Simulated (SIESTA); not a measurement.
Input and output of a self-consistent single point for LaTl (Pm-3m, 2 atoms in the cell) (SIESTA).

Computed with GGA PBEsol with spin-orbit coupling, numerical atomic orbitals DZP, PseudoDojo PBEsol fully relativistic norm-conserving potentials (rewritten from UPF to PSML) run with SIESTA 5.4.2.

```xyz
2
Lattice="3.9724 0.0000 0.0000 0.0000 3.9724 0.0000 0.0000 0.0000 3.9724" Properties=species:S:1:pos:R:3 pbc="T T T"
La     0.0000     0.0000     0.0000
Tl     1.9862     1.9862     1.9862
```

Reference input (self-consistent single point, DFT, GGA PBEsol, numerical atomic orbitals DZP, PseudoDojo PBEsol standard norm-conserving potentials (rewritten from UPF to PSML)): XC.functional = GGA; XC.authors = PBEsol; potentials = PseudoDojo PBEsol standard; PAO.BasisSize = DZP; PAO.EnergyShift = 0.01 Ry; MeshCutoff = 350 Ry; kgrid.MonkhorstPack = 8 8 8; OccupationFunction = MP; OccupationMPOrder = 0; ElectronicTemperature = 0.1 eV; MaxSCFIterations = 150; SCF.Mixer.Method = Broyden. This run's input differs from it in these lines:

```diff
@@ -1,2 +1,2 @@
-# files in the folder: La.psml Tl.psml (PseudoDojo PBEsol standard)
+# files in the folder: La.psml Tl.psml (PseudoDojo PBEsol fully relativistic)
 SystemName  LaTl
@@ -35,2 +35,7 @@
 ElectronicTemperature        0.1 eV
+Spin                         spin-orbit
+%block DM.InitSpin
+  1 0.00 0.00 0.00
+  2 0.00 0.00 0.00
+%endblock DM.InitSpin
```

Output, abridged:

```
        iscf     Eharris(eV)        E_KS(eV)     FreeEng(eV)     dDmax    Ef(eV) dHmax(eV)
   scf:    1    -2596.145773    -2601.941091    -2601.948226  0.814610 -4.196996  4.382539
     spin moment: {S} , |S| = {   -0.00000   -0.00000   -0.00000 }     0.00000
   scf:    2    -2602.387680    -2602.168144    -2602.175086  0.022831 -4.217419  3.513733
     spin moment: {S} , |S| = {   -0.00000    0.00000   -0.00000 }     0.00000
   scf:    3    -2602.869696    -2602.582101    -2602.588440  0.068043 -4.312293  0.768435
     spin moment: {S} , |S| = {    0.00000   -0.00000    0.00000 }     0.00000
   [... lines left out ...]
     spin moment: {S} , |S| = {    0.00000    0.00000    0.00000 }     0.00000
   scf:    8    -2602.608021    -2602.607637    -2602.614221  0.000586 -4.389899  0.012976
     spin moment: {S} , |S| = {   -0.00000   -0.00000   -0.00000 }     0.00000
   scf:    9    -2602.607433    -2602.607651    -2602.614229  0.000281 -4.390338  0.000840
     spin moment: {S} , |S| = {    0.00000    0.00000   -0.00000 }     0.00000
   scf:   10    -2602.607539    -2602.607653    -2602.614229  0.000079 -4.390492  0.000334
     spin moment: {S} , |S| = {    0.00000   -0.00000   -0.00000 }     0.00000
SCF Convergence by DM+H criterion
max |DM_out - DM_in|         :     0.0000792830
max |H_out - H_in|      (eV) :     0.0003343674
SCF cycle converged after 10 iterations

Using DM_out to compute the final energy and forces

siesta: E_KS(eV) =            -2602.6077

siesta: E_KS - E_eggbox =     -2602.6077

siesta: Atomic forces (eV/Ang):
     1   -0.000000   -0.000000   -0.000000
     2   -0.000000   -0.000000   -0.000000
   Tot   -0.000000   -0.000000   -0.000000
   Max    0.000000
   Res    0.000000    sqrt( Sum f_i^2 / 3N )
   Max    0.000000    constrained

Stress tensor Voigt[x,y,z,yz,xz,xy] (kbar):       23.35       23.35       23.35        0.00        0.00       -0.00
(Free)E + p*V (eV/cell)    -2603.5280
Target enthalpy (eV/cell)    -2602.6142

siesta: Program's energy decomposition (eV):
siesta: Enl(+so)=      -167.001221
   [... lines left out ...]
siesta: FreeEng =     -2602.614229
siesta: Cell volume =         62.683373 Ang**3
siesta:         -23.35460558        -23.35460419  kBar
   [... lines left out ...]

Total              24.00000   0.00000      0.000  -0.000   0.000

Mulliken Atomic Populations:
Atom #   charge [q] valence [e]           S      Sx [e]      Sy [e]      Sz [e]  Species
     1     1.111834    9.888166    0.000000    0.000000   -0.000000    0.000000  La
     2    -1.111834   14.111834    0.000000   -0.000000   -0.000000   -0.000000  Tl
 Total    -0.000000                0.000000    0.000000   -0.000000   -0.000000
```

The run converged in 10 iterations. Against the reference run the pressure goes from -1.65 to -2.34 GPa.

The starting cell comes from a database of computed structures (which also holds hypothetical and non-ambient phases and stackings), without a prior relaxation at this level. Values carry the incompleteness of an atom-centred basis.

Cost on one core of a shared machine: roughly 70 s.
